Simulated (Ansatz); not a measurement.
Cost and result by functional for the adsorption energy of CO on the 1x1 (10-10) surface of wurtzite ZnO (cut with top plane O + Zn), one in a 2x1 cell, started at the site 'hollow O', in Ansatz (plane waves, PAW). Single points on the PBE structure, on one kind of machine; costs are rough ratios of the slab run's core time (references not counted) to the cheapest single point. r2SCAN's cost holds its higher cutoff (500 against 420 eV). Differences are taken against HSE06 for comparison alone: no measured value is at hand, so the table doesn't rank accuracy. HSE06 ran on a coarser k-mesh, which lowers its cost and may carry part of its shift.

Host crystal: wurtzite ZnO, with a band gap (PBE, scalar-relativistic without spin-orbit coupling).

Set-up: 34 atoms, 9.4 Å thick at the start under the adsorbate (thin: gaps and levels are the slab's own); mesh 3x4x1; 0.01 eV smearing; dipole correction on; 16 atoms held, the rest relaxed; no symmetry held; no spin, no spin-orbit, no U, no dispersion correction. At the end it is bonded to Zn. In PBE it is, or lies within 0.03 eV of, the lowest of the starts that converged. These notes are the PBE run's. Adsorption energies are against CO(g). A negative adsorption energy means that the adsorbate is more stable on the surface than in its reference.

```
functional                     relative cost  adsorption energy (eV)  less HSE06 (eV)
-----------------------------  -------------  ----------------------  ---------------
RPBE                                       1                   -0.15             0.12
r2SCAN                                     2                   -0.43            -0.16
HSE06                                     30                   -0.27             0.00
PBE (the relaxed run's value)              –                   -0.34            -0.06
```

The values span 0.28 eV, while the single points' costs differ by a factor of roughly 30. Differences are of unrounded values.

Ansatz is an electronic-structure program.
